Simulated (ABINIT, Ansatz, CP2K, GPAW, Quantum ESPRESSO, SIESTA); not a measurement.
TaSeS (P3m1, 3 atoms in the cell) computed with different codes at matched settings

Self-consistent single point, at a second geometry (lattice scaled by 0.98). First geometry:

```
TaSeS
1.0
    3.45908     0.00000     0.00000
   -1.72954     2.99565     0.00000
    0.00000     0.00000     6.44795
Ta Se S
1 1 1
Direct
  0.00000   0.00000   0.01060
  0.66667   0.33333   0.74391
  0.33333   0.66667   0.24549
```

Shared settings, as Ansatz (a quantum-chemistry and plane-wave program) writes them: kpoints.mp_grid.grid = 9 9 4; scf.occupations.method = gaussian; scf.occupations.width = 0.02 Ry. Potentials and cutoffs stand in the table.

| code | model | ΔF from the first geometry (meV/atom) | pressure (GPa) | largest force (eV/Å) | cutoff |
|---|---|---|---|---|---|
| ABINIT | PBEsol, norm-conserving pseudopotentials (PseudoDojo nc-sr-04 PBEsol standard) | -28.3 | -0.08 | 0.141 | 86 Ry |
| GPAW | PBEsol, GPAW PAW datasets PBEsol (made by gpaw-setup) | -26.7 | 0.09 | 0.173 | 550 eV |
| CP2K | PBEsol, GPW, DZVP-MOLOPT-SR-GTH basis, GTH-PBE potentials (GTH_POTENTIALS) | -25.3 | 0.37 | 0.287 | grid 500 Ry |
| SIESTA | GGA PBEsol, numerical atomic orbitals DZP, PseudoDojo PBEsol standard norm-conserving potentials (rewritten from UPF to PSML) | -20.6 | 1.01 | 1.030 | grid 300 Ry |
| Quantum ESPRESSO | PBEsol, GBRV 1.5 ultrasoft (PBESOL) pseudopotentials | -28.4 | -0.63 | 0.144 | 40 Ry |
| Ansatz | PBEsol, PAW files made with PBE | -28.5 | -0.11 | 0.132 | default |

For Quantum ESPRESSO (by 0.5 GPa) the energy change implies a higher mean pressure, against the two pressures, than for the other programs: a sign of finite-basis (Pulay) stress.

Size of the force on each atom (eV/Å): Sizes of forces hide their directions.

```csv
code,Ta1,Se2,S3
ABINIT,0.023,0.141,0.118
GPAW,0.006,0.167,0.173
CP2K,0.180,0.287,0.107
SIESTA,0.819,1.030,0.212
Quantum ESPRESSO,0.006,0.144,0.138
Ansatz,0.001,0.131,0.132
```

On Ansatz's run: spin-orbit coupling is off. Spin polarisation is off; with an odd number of electrons in the cell that forces a metal, and a magnetic state may lie lower.

The spread over the programs that give each value: ΔF from the first geometry within 7.9 meV/atom; pressure within 1.64 GPa; largest force within 0.898 eV/Å.

CP2K and SIESTA use small atom-centred bases, whose incompleteness enters pressures, forces and empty levels differently from a plane-wave cutoff. Ansatz's pressure is given at a fixed set of plane waves, as the other plane-wave codes print theirs. In the pressure, SIESTA (by 1.11) lies more than 1 GPa from the median of the plane-wave programs. In the force vectors, CP2K (by 0.178) and SIESTA (by 0.888) lie more than 0.08 eV/Å from the median of the plane-wave programs.

The starting cell comes from a database of computed structures (which also holds hypothetical and non-ambient phases and stackings), without a prior relaxation at this level. Its lattice was rescaled by a random factor within 2.5 % of one. For this run, on top of that: lattice scaled by 0.98.

Left out of this page: Elk (not drawn, or without a comparable value).

Keys are those of Ansatz 0.2.
